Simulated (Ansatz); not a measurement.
Reference: SiC (F-43m), PBEsol, rigid bands (plane waves, PAW, scalar-relativistic; Ansatz, a program for electronic structure); axes and stresses refer to this cell.

```
CSi
1.0
    0.00000     2.17840     2.17840
    2.17840     0.00000     2.17840
    2.17840     2.17840     0.00000
Si C
1 1
Direct
  0.25000   0.25000   0.25000
  0.00000   0.00000   0.00000
```

Seebeck coefficient, n-type 1e19 cm⁻³: -249 μV/K
electron conductivity mass: 0.30 mₑ
band gap: 1.24 eV

**Question.** Change: functional PBE, cell relaxed with it. What happens to Seebeck coefficient, n-type 1e19 cm⁻³, electron conductivity mass, band gap?

**Answer.** Seebeck coefficient, n-type 1e19 cm⁻³ moves little, to -251 μV/K; electron conductivity mass moves little, to 0.30 mₑ; band gap rises to 1.37 eV.

**Question.** Change: functional r2SCAN on the same cell. What happens to Seebeck coefficient, n-type 1e19 cm⁻³, electron conductivity mass, band gap?

**Answer.** Seebeck coefficient, n-type 1e19 cm⁻³ moves little, to -248 μV/K; electron conductivity mass moves little, to 0.30 mₑ; band gap goes up to 1.71 eV.

**Question.** Change: hydrostatic pressure -2 GPa. What happens to Seebeck coefficient, n-type 1e19 cm⁻³, electron conductivity mass, band gap?

**Answer.** Seebeck coefficient, n-type 1e19 cm⁻³ moves little, to -249 μV/K; electron conductivity mass moves little, to 0.30 mₑ; band gap moves little, to 1.25 eV.

**Question.** Change: hydrostatic pressure 15 GPa. What happens to Seebeck coefficient, n-type 1e19 cm⁻³, electron conductivity mass, band gap?

**Answer.** Seebeck coefficient, n-type 1e19 cm⁻³ moves little, to -246 μV/K; electron conductivity mass moves little, to 0.29 mₑ; band gap falls to 1.19 eV.

**Question.** Change: hydrostatic pressure 5 GPa. What happens to Seebeck coefficient, n-type 1e19 cm⁻³, electron conductivity mass, band gap?

**Answer.** Seebeck coefficient, n-type 1e19 cm⁻³ moves little, to -248 μV/K; electron conductivity mass moves little, to 0.29 mₑ; band gap moves little, to 1.22 eV.

Masses are for dilute carriers at 300 K, harmonic means over directions unless an axis is named. Seebeck coefficients are for the stated density at 300 K, with one relaxation time for all states and whether or not that doping can be reached. Spin-orbit coupling is left out unless a row names it. Stresses and pressures are the targets of the relaxation.  The structure type is held under load, also where the real crystal would transform.
